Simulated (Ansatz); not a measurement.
Take Cu3N (space group Pm-3m, No. 221; a = 3.765 Å) as the base. Axes: x, y, z lie along the cube axes.

The change: uniaxial stress, 0.5 GPa tension along x, with the cell and atoms free to relax against it.

Levels (all Ansatz, an electronic-structure program, PAW): PBEsol (420 eV, no spin-orbit coupling); HSE06 (420 eV, no SOC).

The geometry is relaxed with PBEsol.

```
Property         Value
---------------  -----
PBEsol band gap   zero
```

Problem. What does HSE06 give at this geometry for the band gap?

Solution. The band gap changes from zero to 0.80 eV.

Single points use the geometry relaxed with PBEsol. The hybrid gap comes from the SCF mesh plus the semilocal run's edge points and a few special points and is an upper bound. Load acts through the strain it causes; cell and atoms are relaxed under it. Stability under load was not tested beyond the relaxation. All final runs are without spin polarisation. Gaps under 0.05 eV, about the width of the smearing, are given as zero. The zero or small gap of Cu3N can change with the level of theory.
